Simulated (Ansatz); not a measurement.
Given:

```
CELL_PARAMETERS angstrom
      6.11510    -1.51737     0.00002
      6.11510     1.51737     0.00002
     -1.38319     0.00000     5.63250
ATOMIC_POSITIONS crystal
  Ga 0.09061 0.09061 0.79487
  Ga 0.90939 0.90939 0.20513
  Ga 0.65885 0.65885 0.31435
  Ga 0.34115 0.34115 0.68565
  O  0.16475 0.16475 0.10908
  O  0.83525 0.83525 0.89092
  O  0.17321 0.17321 0.56313
  O  0.82679 0.82679 0.43687
  O  0.49636 0.49636 0.25596
  O  0.50364 0.50364 0.74404
```

No spin polarisation.

Level of theory: r2SCAN (Ansatz, a first-principles code; PAW; 500 eV plane waves; no spin-orbit coupling). Γ-centred 11×11×6 mesh, Fermi–Dirac width 0.05 eV.

Q: Predict the gap character and width of the top valence band.

A: 
- Gap character = indirect, k = (0.455, -0.455, -1/2) in the run's primitive reciprocal basis → Γ
- Width of the top valence band = 0.69 eV

Load acts through the strain it causes; cell and atoms are relaxed under it. Whether these cells are dynamically stable was not tested. The cell was made from Ga2O3 (space group C2/m, No. 12) by this change: pressure 0.9 GPa.
